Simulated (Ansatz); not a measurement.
Input:

```
CELL_PARAMETERS angstrom
      0.00939     2.45450     2.44441
      2.45450     0.00939     2.44441
      2.46390     2.46390     0.00000
ATOMIC_POSITIONS crystal
  Y  0.00000 0.00000 0.00000
  N  0.50000 0.50000 0.50000
```

Computed with r2SCAN with spin-orbit coupling, rigid bands (plane waves, PAW; Ansatz, a program for electronic structure). Condition of this run: uniaxial stress along [110] of -2 GPa (compression positive) (the target of the relaxation). Geometry: cell and atoms relaxed with r2SCAN, then loaded as said.

Task: Predict the hole conductivity mass (n e² τ/σ) at 300 K, by direction if it differs.

Result: 0.66 (x), 0.66 (y), 0.48 (z) mₑ.

Task: Predict the electron conductivity mass (n e² τ/σ) at 300 K, by direction if it differs.

Result: 0.21 (x), 0.21 (y), 0.26 (z) mₑ.

Task: And the band gap?

Result: 0.55 eV at this level; semilocal functionals usually fall short of the measured gap.

Rigid bands, one relaxation time for all states, no polarons.
